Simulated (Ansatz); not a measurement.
For Zn8Cu5 (I-43m, No. 217), LDA (PAW; Ansatz, a first-principles code) gives:

- lattice parameter a: 8.584 Å
- formation enthalpy: -0.125 eV/atom

**Question.** What does r²SCAN (PAW; Ansatz) give for the same quantities?

**Answer.** 
- lattice constant a: 8.736 Å (goes up by 1.8 %)
- formation enthalpy: -0.123 eV/atom (moves by +0.002 eV/atom)

Changes are worked out from the printed values.

Unless a cell is named, each level is at its own relaxed cell.

Ansatz's density-functional and Hartree–Fock values are scalar-relativistic unless marked +SOC, with PAW data made under PBE.
